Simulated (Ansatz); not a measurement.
The reference is ZnS in the zinc blende structure (space group F-43m, No. 216; a = 5.357 Å). Axes: x, y, z lie along the cube axes.

Calculations: PBEsol, PAW, 420 eV (Ansatz, an electronic-structure program; scalar-relativistic without spin-orbit coupling).

One thing is altered: uniaxial strain ε_zz = +0.65 %, all other strain components held at zero; the atoms relax in the strained cell.

Predict the stress tensor and what it implies for the stiffness.

Stress of the strained cell less that of the base (GPa, compression positive):
```
  -0.41    0.00    0.00
   0.00   -0.41    0.00
   0.00    0.00   -0.69
```

Then −Δσ_ii/ε with ε = 0.0065 gives relaxed-ion elastic constants: C33 ≈ 106 GPa, C13 ≈ 63 GPa and C23 ≈ 63 GPa.

Stability against distortions was not tested.
